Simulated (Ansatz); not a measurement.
SnO2 (P4_2/mnm) under hydrostatic pressure: electron conductivity mass by PBEsol with spin-orbit coupling, rigid bands (plane waves, PAW; Ansatz, a first-principles code). The unloaded cell, whose axes the loads refer to:

SnO$_{2}$ has the tetragonal space group P4₂/mnm (No. 136), the rutile structure, Pearson symbol tP6. Lattice parameters: a = 4.7691 Å, b = 4.7691 Å, c = 3.2121 Å, α = 90.00°, β = 90.00°, γ = 90.00°. Sn on 2a has 6 O at 2.066–2.070 Å (octahedral). O on 4f is surrounded by 3 Sn at 2.066–2.070 Å (trigonal planar). (Neighbours: up to the widest gap in distance over summed covalent radii, below 1.35, at either atom; cation-cation and far metal-metal contacts left out.)

| hydrostatic pressure (GPa) | volume per atom (Å³) | electron conductivity mass (mₑ) |
|---|---|---|
| -2 | 12.31 | 0.185 |
| 0 | 12.18 | ? |
| 2 | 12.05 | 0.196 |
| 10 | 11.61 | 0.216 |

Task: Fit a straight line to ln(electron conductivity mass) against the load over the rows given, and predict the row at 0 GPa.

Result: The means are x̄ = 3.333 GPa and ȳ = -1.6165; Σ(x − x̄)(y − ȳ) = 0.9558 and Σ(x − x̄)² = 74.67, so the slope is 1.28 % per GPa, and the rows given lie within 0.39 % of the line. At 0 GPa the line gives 0.190 mₑ; the calculation gives 0.190 mₑ, 0.16 % from it.

Masses are for dilute carriers at 300 K, harmonic means over directions unless an axis is named. Stresses and pressures are the targets of the relaxation. The structure type is held at every load. Geometry: cell and atoms relaxed with PBEsol.
